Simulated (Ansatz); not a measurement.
An Ansatz (an electronic-structure program) run: Nb with a change (uniaxial strain ε_zz = +1.50 %); PBEsol (Ansatz; PAW; 420 eV plane waves; no SOC).

Input:

Ansatz 0.2 input:
```yaml
crystal:
  lattice:
    - [-1.6364564031, 1.6364564031, 1.6610032492]
    - [1.6364564031, -1.6364564031, 1.6610032492]
    - [1.6364564031, 1.6364564031, -1.6610032492]
  atoms:
    - { symbol: Nb, position: [0, 0, 0] }
basis: { ecutwfc: 420, ecutrho_ratio: 4, xc_grid: 2, fft_grid_basis: typed }
kpoints: { mp_grid: { grid: [28, 28, 28] } }
hamiltonian:
  xc: pbesol
  dispersion: none
  pseudopotentials: { kind: paw }
scf: { occupations: { method: fermi_dirac, width: 0.1 }, convergence: { dr2_threshold: 0.0000000001 } }
relax: { f_tol: 0.005, max_steps: 50 }
output: { forces: true, stress: true }
checkpoint: { write: state.ck, write_every: 1000 }
```

Output (explanatory and most iteration lines left out):

```
Relaxation: its limit of steps is 50 (relax.max_steps)
Pseudopotential: Nb, paw, valence charge 13
Crystal: 1 atoms, lattice volume = 17.793 Å³
Basis set: ecut = 420 eV, 353 PW (Γ), exchange–correlation on 40×40×40 points (8 copies of the dense FFT grid, shifted against one another)
Bands: 11, of which v1, the nominal top of the filled ones, is band 7 counted from 1 (6 counted from 0)
Symmetry: 16 space group operations
Space group: I4/mmm (ITA 139), of the structure as read, at distance tolerance 2.6e-5 Å
k-points: 1639 of 21952
Functional: x = pbesol(κ = 0.804, μ = 0.12345679012345678), c = pbesol(β = 0.046)
SCF iter   1: F=—  HF=-4495.475917 eV  |F-HF|=—  |Δ(HF+E_count)|=         —  Δρ=5.77e-3  dr2=5.05e-3  ethr=1.77e-3  ⟨swp⟩=5.0  Hψ=104590  notcnv=0
SCF iter   2: F=—  HF=-4495.474169 eV  |F-HF|=—  |Δ(HF+E_count)|=   1.75e-3  Δρ=1.88e-3  dr2=2.23e-4  ethr=3.88e-5  ⟨swp⟩=2.2  Hψ=38525  notcnv=0
SCF 1 converged in 6 iterations: F = -4495.474130 eV  dr2 = 1.14e-11
relax step   1: F+E_penalty+E_count = -4495.47413019 eV  Δ(F+E_penalty+E_count) = +0.000e0 eV  max|allowed force component| = 0.000e0 eV/Å  Δτ_max = 0.0000 Å  (6 SCF iters, accepted)
SCF converged after 6 iterations
Free energy (F): -4495.474130 eV
Internal energy: -4495.426435 eV  (E = F + TS)
E sigma→0 (E₀):  -4495.450283 eV
Entropy (-TS):   -0.047695 eV (-47.695 meV/atom)
Fermi energy:    17.909698 eV
--- Forces (eV/Å), atoms counted from 1 ---
  atom   1  Nb     0.00000000     0.00000000    -0.00000000
--- Stress (GPa, compression-positive) ---
       -2.004611       0.000000      -0.000000
        0.000000      -2.004611       0.000000
        0.000000       0.000000      -3.804894
  P = ⅓ Tr σ = -2.6047 GPa (-26.047 kbar)
--- Relaxed structure (1 steps of the walk, 1 accepted, 0 SCFs on fresh bases) ---
  atoms:
    - { symbol: Nb, position: [0.0, 0.0, 0.0] }
```

Whether these cells are dynamically stable was not tested. The final runs are not spin-polarised. The cell was made from Nb in the bcc (W type) structure (space group Im-3m, No. 229) by this change: uniaxial strain ε_zz = +1.50 %.
